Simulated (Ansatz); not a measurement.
**Quick settings and what they miss: SiNi (Pnma, 8 atoms in the cell)**

Self-consistent single point.

```xyz
8
Lattice="5.2038 0.0000 0.0000 0.0000 3.3615 0.0000 0.0000 0.0000 5.6372" Properties=species:S:1:pos:R:3 pbc="T T T"
Si     4.2727     2.5211     3.2826
Si     0.9310     0.8404     2.3545
Si     3.5329     0.8404     0.4641
Si     1.6709     2.5211     5.1731
Ni     2.6432     0.8404     3.8813
Ni     2.5605     2.5211     1.7559
Ni     5.1624     2.5211     1.0627
Ni     0.0414     0.8404     4.5745
```

Method of the run: LDA (PW92), PAW files made with PBE (plane waves; Ansatz, a quantum-chemistry and plane-wave program).

Base settings: basis.ecutwfc = 420 eV; kpoints.mp_grid.grid = 8 12 7; hamiltonian.xc = lda; hamiltonian.pseudopotentials = {kind: paw} (the program's default PAW files); scf.occupations.method = cold; scf.occupations.width = 0.1 eV.

Tight run (finer mesh or higher cutoff; not a proven limit): basis.ecutwfc: 420 eV → 590 eV; kpoints.mp_grid.grid: 8 12 7 → 11 17 10; scf.convergence.dr2_threshold: default (1e-07 eV) → 1e-09 eV. It gave Fermi level (on the code's own zero) 13.96 eV; pressure -11.81 GPa; largest force (vector length) 0.197 eV/Å.

Quick runs, as changes from the base:
- A: the base itself
- B: basis.ecutwfc: 420 eV → 250 eV; kpoints.mp_grid.grid: 8 12 7 → 3 3 3; scf.occupations.width: 0.1 eV → 0.2 eV
- C: basis.ecutwfc: 420 eV → 335 eV; kpoints.mp_grid.grid: 8 12 7 → 6 6 6; scf.occupations.method: cold → fermi_dirac; scf.occupations.width: 0.1 eV → 0.2 eV; scf.convergence.dr2_threshold: default (1e-07 eV) → 0.001 eV
- D: basis.ecutwfc: 420 eV → 250 eV; kpoints.mp_grid.grid: 8 12 7 → 1 1 1
- E: basis.ecutwfc: 420 eV → 335 eV; kpoints.mp_grid.grid: 8 12 7 → 2 2 2; scf.occupations.method: cold → gaussian; scf.occupations.width: 0.1 eV → 0.136 eV; scf.convergence.dr2_threshold: default (1e-07 eV) → 0.001 eV
- F: basis.ecutwfc: 420 eV → 295 eV; kpoints.mp_grid.grid: 8 12 7 → 4 4 4; hamiltonian.xc: lda → pbesol; scf.occupations.method: cold → methfessel_paxton; scf.occupations.width: 0.1 eV → 0.272 eV; kpoints.mp_grid.shift: default → 0.5 0.5 0.5 [PBEsol]

Energies are extrapolated to zero smearing width, which holds to low order in the width alone.

Dashes: energy of F, another energy zero.

† marks runs with another functional, U, potentials or spin treatment: their distance from the tight run is not a convergence error alone.

The count of work is k-points × plane waves × bands × iterations; it is no time. 

Pressures in the table are Ansatz's without its Pulay estimate, at a fixed set of plane waves; the tight run's value above holds the estimate.

The starting cell comes from a database of computed structures (which also holds hypothetical and non-ambient phases and stackings), without a prior relaxation at this level. Its lattice was rescaled by a random factor within 2.5 % of one. Spin polarisation is off. In the base run, with a pressure of about -12 GPa the cell is away from its equilibrium volume at this level.

```csv
run,energy less tight (meV/atom),pressure less tight (GPa),largest miss in a force vector (eV/Å),count of work / tight
A,2.0,0.01,0.006,0.21
B,1453.9,-112.93,0.141,0.0049
C,36.0,-4.69,0.034,0.047
D,1529.5,-122.51,1.105,0.00061
E,-33.0,-6.38,0.123,0.0057
F†,–,-20.24,0.121,0.0071
```

Among the runs at the tight run's level, the energy misses run from 2.0 to 1529.5 meV/atom.

Keys are those of Ansatz 0.2.
